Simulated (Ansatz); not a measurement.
## SnSeS (P3m1, No. 156, 3 atoms in the cell; start mp-1218912)

All values below come from r²SCAN (Ansatz, a first-principles code, plane waves, PAW).

Settings: plane-wave cutoff 560 eV, 12×12×6 k mesh (along the axes of the cell as run), Fermi–Dirac smearing 0.01 eV, scalar-relativistic PAW data made under PBE.

Cell (relaxed at this level):

```
SnSSe
1.0
    3.75783     0.00000     0.00000
   -1.87892     3.25438     0.00000
    0.00000     0.00000     6.39546
Sn Se S
1 1 1
Direct
  0.33333   0.66667   0.00757
  0.00000   0.00000   0.75891
  0.66667   0.33333   0.23352
```

For SnSeS (P3m1, No. 156, 3 atoms in the cell; start mp-1218912), the band gap is 1.28 eV and the smallest direct gap on the k points sampled is 1.75 eV. The direct gap at Γ is 1.84 eV.

Note: the cell has widely spaced layers and the level no dispersion term, so their spacing and the moduli can rest on weak binding.

Spin–orbit coupling is not included.

Computed values are for the static lattice.

A start named mp-… is a Materials Project structure, which need not be a measured phase.
